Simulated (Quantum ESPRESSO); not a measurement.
**How a calculation on SnAu3 (P6_3/mmc, 8 atoms in the cell) responds to its settings**

```
CELL_PARAMETERS angstrom
      5.86464     0.00000     0.00000
     -2.93232     5.07893     0.00000
      0.00000     0.00000     5.14310
ATOMIC_POSITIONS crystal
  Sn 0.33333 0.66667 0.75000
  Sn 0.66667 0.33333 0.25000
  Au 0.16525 0.33049 0.25000
  Au 0.83476 0.66951 0.75000
  Au 0.83476 0.16525 0.75000
  Au 0.16525 0.83476 0.25000
  Au 0.66951 0.83476 0.25000
  Au 0.33049 0.16525 0.75000
```

Base run A: PBEsol, GBRV 1.5 ultrasoft (PBESOL) pseudopotentials (Quantum ESPRESSO), self-consistent single point.

Its settings: ecutwfc = 40 Ry; ecutrho = 320 Ry; occupations = smearing; smearing = gauss; degauss = 0.019992 Ry; potentials = {Sn: sn_pbesol_v1.4.uspp.F.UPF, Au: au_pbesol_v1.uspp.F.UPF}; K_POINTS = automatic 4 4 4 0 0 0; conv_thr = 1e-10 Ry; mixing_beta = 0.4.

The starting cell comes from a database of computed structures (which also holds hypothetical and non-ambient phases and stackings), without a prior relaxation at this level. In the base run, with a pressure of about -4 GPa the cell is away from its equilibrium volume at this level.

Total energies depend on the potentials, the functional and any Hubbard or dispersion term, so they are compared only between runs that share all of them.

Run A gave: pressure (GPa) -3.59; largest force (eV/Å) 0.035; valence electrons 94.

Runs:
- B: ecutwfc: 40 Ry → 80 Ry; ecutrho: 320 Ry → default; pseudopotentials: {Sn: sn_pbesol_v1.4.uspp.F.UPF, Au: au_pbesol_v1.uspp.F.UPF} → {Sn: Sn.upf, Au: Au.upf}
- C: ecutwfc: 40 Ry → 55 Ry; ecutrho: 320 Ry → 495 Ry; pseudopotentials: {Sn: sn_pbesol_v1.4.uspp.F.UPF, Au: au_pbesol_v1.uspp.F.UPF} → {Sn: Sn.pbe-dn-kjpaw_psl.1.0.0.UPF, Au: Au.pbe-n-kjpaw_psl.1.0.0.UPF}; input_dft: default → pbesol
- D: ecutwfc: 40 Ry → 55 Ry; ecutrho: 320 Ry → 495 Ry; pseudopotentials: {Sn: sn_pbesol_v1.4.uspp.F.UPF, Au: au_pbesol_v1.uspp.F.UPF} → {Sn: Sn.pbe-dn-rrkjus_psl.1.0.0.UPF, Au: Au.pbe-n-rrkjus_psl.1.0.0.UPF}; input_dft: default → pbesol

Question: What does run C change against A?

Answer: The pressure hardly changes (-3.59 to -3.50 GPa) and the largest force goes from 0.035 to 0.027 eV/Å.

Question: What does run B change against A?

Answer: The pressure goes from -3.59 to -3.46 GPa and the largest force moves little (0.035 to 0.037 eV/Å).

```
run  pressure (GPa)  largest force (eV/Å)  valence electrons
---  --------------  --------------------  -----------------
A             -3.59                 0.035                 94
B             -3.46                 0.037                142
C             -3.50                 0.027                 94
D             -3.43                 0.026                 94
```
